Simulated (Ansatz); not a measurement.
# Li: Li → H

Start from Li in the bcc (W type) structure (space group Im-3m, No. 229; a = 3.4775 Å).

One thing is altered: every Li is replaced by H; the structure is relaxed again.

All numbers come from Ansatz (a program for electronic structure), r2SCAN, PAW, cutoff 500 eV, spin-orbit coupling left out. Settings: 36×36×36 k-points, 0.05 eV Fermi–Dirac smearing, for the changed cell.

```tsv
quantity	base	changed	shift
volume per atom	21.03 Å³	2.93 Å³	-18.10 Å³
density	0.55 g/cm³	0.57 g/cm³	+0.02 g/cm³
lattice parameter a	3.477 Å	1.802 Å	-1.675 Å
space group	Im-3m (No. 229)	Im-3m (No. 229)	–
shortest interatomic distance	3.012 Å	1.561 Å	-1.451 Å
band gap	zero	zero	–
```

Final structure:

```yaml
crystal:
  lattice:
    - [-0.90100, 0.90100, 0.90100]
    - [0.90100, -0.90100, 0.90100]
    - [0.90100, 0.90100, -0.90100]
  atoms:
    - { symbol: H, position: [0.00000, 0.00000, 0.00000] }
```

Stability against distortions was not tested.
